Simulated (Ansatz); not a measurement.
## Hypothetical rock salt AsP, response to strain

Consider AsP in the rock salt structure (space group Fm-3m, No. 225; a = 5.210 Å; a hypothetical phase, not in the database extracts checked; relaxed with 0.1 eV smearing). Axes: x, y, z lie along the cube axes.

Strains are applied to the cell and any free atomic positions relax; under biaxial strain the out-of-plane vector relaxes too; under stress the whole cell relaxes.

Level of theory: DFT with PBE, PAW potentials and a 420 eV plane-wave cutoff in Ansatz (an electronic-structure program), without spin-orbit coupling.

Notes on the quantities. energy relative to the base: free energy F; pressure: mean of the normal stresses, compression positive.

```csv
change,space group,energy relative to the base,pressure,volume per atom
base,Fm-3m (No. 225),0 meV/atom,0.0 GPa,17.67 Å³
"biaxial strain −4.13 %, plane normal [001], relaxed out of plane",I4/mmm (No. 139),+50 meV/atom,8.0 GPa,16.43 Å³
"biaxial strain −2.42 %, plane normal [111], relaxed out of plane",R-3m (No. 166),+10 meV/atom,2.7 GPa,17.17 Å³
"biaxial strain +1.49 %, plane normal [111], relaxed out of plane",R-3m (No. 166),+3.7 meV/atom,-1.5 GPa,17.98 Å³
isotropic strain −1.17 %,Fm-3m (No. 225),+6.2 meV/atom,3.3 GPa,17.06 Å³
uniaxial strain ε_xx = +1.47 %,I4/mmm (No. 139),+2.5 meV/atom,-1.2 GPa,17.93 Å³
uniaxial strain ε_xx = +5.54 %,I4/mmm (No. 139),+30 meV/atom,-3.8 GPa,18.65 Å³
uniaxial strain ε_yy = +3.20 %,I4/mmm (No. 139),+11 meV/atom,-2.4 GPa,18.24 Å³
"uniaxial stress, 2 GPa compression along x",I4/mmm (No. 139),+1.0 meV/atom,–,17.54 Å³
tensor shear ε_yz = −0.92 %,Immm (No. 71),+0.8 meV/atom,0.0 GPa,17.67 Å³
```

Beyond what the load breaks, stability against distortions was not tested. All final runs are without spin polarisation.
